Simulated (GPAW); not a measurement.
A working GPAW input for ZrSiIr (Pnma, 12 atoms in the cell) (DFT LDA (Perdew-Wang 92), plane waves, GPAW PAW datasets LDA (gpaw-data 1.0.1)):

```python
from ase import Atoms
from ase.units import GPa
from gpaw import GPAW

atoms = Atoms(['Zr', 'Zr', 'Zr', 'Zr', 'Si', 'Si', 'Si', 'Si', 'Ir', 'Ir', 'Ir', 'Ir'],
              cell=[[6.569230, 0.000000, 0.000000],
                    [0.000000, 3.965140, 0.000000],
                    [0.000000, 0.000000, 7.395640]],
              positions=[[0.110297, 0.991285, 1.350444],
                         [6.458933, 2.973855, 6.045196],
                         [3.174318, 2.973855, 5.048264],
                         [3.394912, 0.991285, 2.347376],
                         [1.835180, 0.991285, 6.528797],
                         [4.734050, 2.973855, 0.866843],
                         [1.449435, 2.973855, 2.830977],
                         [5.119795, 0.991285, 4.564663],
                         [0.994187, 0.991285, 4.190739],
                         [5.575043, 2.973855, 3.204901],
                         [2.290428, 2.973855, 0.492919],
                         [4.278802, 0.991285, 6.902721]],
              pbc=True)

calc = GPAW(mode={'name': 'pw', 'ecut': 550},
            xc='LDA',
            kpts={'size': (4, 6, 3), 'gamma': True},
            occupations={'name': 'fermi-dirac', 'width': 0.1},
            nbands=-16,
            symmetry={'symmorphic': False, 'tolerance': 0.0005},
            maxiter=120)

atoms.calc = calc

energy = atoms.get_potential_energy()
print('Energy (eV):', round(energy, 6))
forces = atoms.get_forces()
print('Forces (eV/Ang):')
print(forces.round(5))
stress = atoms.get_stress()
print('Stress (GPa, Voigt):', (stress / GPa).round(4))
```

The run converged in 30 iterations: free energy E − TS (from the program's reference atoms) -114.1362 eV; Fermi level (on the code's own zero) 11.28 eV; pressure -7.73 GPa; largest force (vector length) 0.131 eV/Å. Each of these slips is then made, one at a time:

(1)
```diff
-                         [4.278802, 0.991285, 6.902721]],
-              pbc=True)
+                         [4.278802, 0.991285, 6.902721]])
```

(2)
```diff
-            maxiter=120)
+            maxiter=5)
```

Question: What happens in each case?

Answer: 
(1) Periodic boundary conditions left out. The program stopped before any SCF iteration, with the message: ValueError: K-points can only be used with PBCs!.

(2) An iteration limit that is too low. The run ended unconverged after 5 iterations, with the message: gpaw.KohnShamConvergenceError: Did not converge! See text output for help..

The starting cell comes from a database of computed structures (which also holds hypothetical and non-ambient phases and stackings), without a prior relaxation at this level. Spin polarisation is off. In the base run, with a pressure of about -8 GPa the cell is away from its equilibrium volume at this level.

Left out of this page: 3 runs of the series outside the window shown, repeating another row's setting, or not comparable.
